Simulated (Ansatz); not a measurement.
Band structure of Be₂C (Fm-3m, 3 atoms in the cell).

```yaml
crystal:
  lattice:
    - [0.00000, 2.15685, 2.15685]
    - [2.15685, 0.00000, 2.15685]
    - [2.15685, 2.15685, 0.00000]
  atoms:
    - { symbol: Be, position: [0.75000, 0.75000, 0.75000] }
    - { symbol: Be, position: [0.25000, 0.25000, 0.25000] }
    - { symbol: C, position: [0.00000, 0.00000, 0.00000] }
```

Computed with PBE (plane waves, PAW; Ansatz, an electronic-structure program).

Settings: basis.ecutwfc = 30.9 Ry; kpoints.mp_grid.grid = 7 7 7; hamiltonian.xc = pbe; hamiltonian.pseudopotentials = {kind: paw} (the program's default PAW files); scf.occupations.method = fermi_dirac; scf.occupations.width = 0.0007 Ry; kpoints.band_path.npoints = 8.

The starting cell comes from a database of computed structures (which also holds hypothetical and non-ambient phases and stackings), without a prior relaxation at this level. Its lattice was rescaled by a random factor within 2.5 % of one.

Question: Predict the gap along the standard path and the places of the band edges.

Answer: The gap along the path is 1.17 eV, from Γ to X; the smallest direct gap on it is 4.16 eV.

Levels in eV from the top of the valence band on the path, bands 1 to 7:
| point | 1 | 2 | 3 | 4 | 5 | 6 | 7 |
|---|---|---|---|---|---|---|---|
| Γ | -15.11 | 0.00 | 0.00 | 0.00 | 4.16 | 4.16 | 4.16 |
| X | -11.47 | -6.81 | -4.77 | -4.77 | 1.17 | 5.80 | 13.37 |
| W | -11.14 | -6.31 | -5.94 | -5.94 | 5.75 | 8.22 | 9.62 |
| K | -11.31 | -6.91 | -6.32 | -4.02 | 3.33 | 8.37 | 11.67 |
| L | -12.22 | -8.79 | -1.85 | -1.85 | 5.04 | 5.04 | 7.12 |
| U | -11.31 | -6.91 | -6.32 | -4.02 | 3.33 | 8.37 | 11.67 |

Keys are those of Ansatz 0.2.
